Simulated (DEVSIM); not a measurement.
Device: p-channel Si fully depleted SOI MOSFET with HfO2, at 250 K.

```
Property                                                      Value
-----------------------  ------------------------------------------
Gate length                                                  100 nm
Source drain length                                           80 nm
Dielectric thickness                                        10.3 nm
Lateral straggle                                             5.4 nm
Underlap                                                       0 nm
Body thickness                                              31.5 nm
Buried oxide                                                  15 nm
Gate work function                                          4.84 eV
Source and drain doping  1.8e20 cm⁻³, Gaussian tails under the gate
Body doping                                               4e15 cm⁻³
Lifetime                                                     2e-8 s
Supply                                                          1 V
Back work function                                          4.25 eV
Back or body bias                                              -1 V
```

All mobilities are scaled by 0.2; velocity saturation, μ/(1 + (μE/vsat)^b)^(1/b) with b = 2 for electrons and 1 for holes and E the electric field along each mesh edge, is on. Mobility is μmin + (μ − μmin)/(1 + (N/Nref)^α).

This is a model device: material constants are rounded textbook-type values typed into the input, and sizes, dopings and lifetimes were drawn at random. Values at 300 K; Nc and Nv go as T^1.5, mobilities as T to minus their exponent, the gap by Varshni's rule with the affinity fixed.

Si: gap (eV) 1.124, affinity (eV) 4.05, permittivity 11.7, Nc (cm⁻³) 2.86e19, Nv (cm⁻³) 3.1e19, μn (cm²/Vs) 1417, μp (cm²/Vs) 470, μn,min 52, μp,min 45, Nref,n 9.7e16, Nref,p 2.2e17, αn 0.68, αp 0.72, T exponent of μn 2.3, T exponent of μp 2.2, vsat,n (cm/s) 1e7, vsat,p (cm/s) 8.4e6, Varshni α (eV/K) 0.000473, Varshni β (K) 636. HfO2: gap (eV) 5.7, affinity (eV) 2.5, permittivity 22. SiO2: gap (eV) 9, affinity (eV) 0.9, permittivity 3.9.

Model (solved in DEVSIM): 2D drift-diffusion, Boltzmann statistics, complete ionisation; no quantum confinement, tunnelling, impact ionisation, self-heating, contact resistance or fringe fields beside the gate. Metal contacts follow the ideal Schottky-Mott rule: no Fermi-level pinning, no interface dipoles.

Transfer curves, |Id| in μA/μm:

| Vg (V) | Vd = -0.05 V | Vd = -1 V |
|---|---|---|
| 0.3 | 0.02152 | 1.439 |
| 0.25 | 0.04403 | 2.276 |
| 0.2 | 0.08807 | 3.435 |
| 0.15 | 0.1705 | 4.968 |
| 0.1 | 0.3162 | 6.917 |
| 0.05 | 0.5573 | 9.253 |
| 0 | 0.9275 | 12.04 |
| -0.05 | 1.456 | 15.37 |
| -0.1 | 2.172 | 19.35 |
| -0.15 | 3.115 | 24.17 |
| -0.2 | 4.403 | 30.14 |
| -0.25 | 6.227 | 37.66 |
| -0.3 | 8.757 | 47.20 |
| -0.35 | 11.89 | 59.13 |
| -0.4 | 15.33 | 73.24 |
| -0.45 | 18.81 | 89.51 |
| -0.5 | 22.18 | 107.7 |
| -0.55 | 25.38 | 127.6 |
| -0.6 | 28.41 | 149.0 |
| -0.65 | 31.27 | 171.8 |
| -0.7 | 33.97 | 195.8 |
| -0.75 | 36.52 | 220.8 |
| -0.8 | 38.93 | 246.7 |
| -0.85 | 41.23 | 273.4 |
| -0.9 | 43.42 | 300.9 |
| -0.95 | 45.51 | 329.0 |
| -1 | 47.52 | 357.6 |

### Question
Work out the subthreshold swing at low drain bias from the rows at 0.3 and 0.25 V, and compare it with the thermal limit.

### Answer
log10(0.04403/0.02152) = 0.311 over 50.0 mV, so S = 161 mV/decade. The limit kT/q ln 10 is 49.6 mV/decade; the ratio is 3.24. This is the steepest step of the table.

### Question
Give the natural length λ = √(ε_body t_body t_ox / (ε_ox)) and the gate length in units of it.

### Answer
λ = 13.1 nm and L/λ = 7.6. The formula is that for thin layers, and L is the gate's length, not the shorter one between the doping tails.

Source and drain are degenerate, where Boltzmann statistics are only rough. The electric field that drives the saturation includes the junctions' built-in field, which lowers the mobility there even at small currents: subthreshold currents come out too low, a known weakness of this choice.
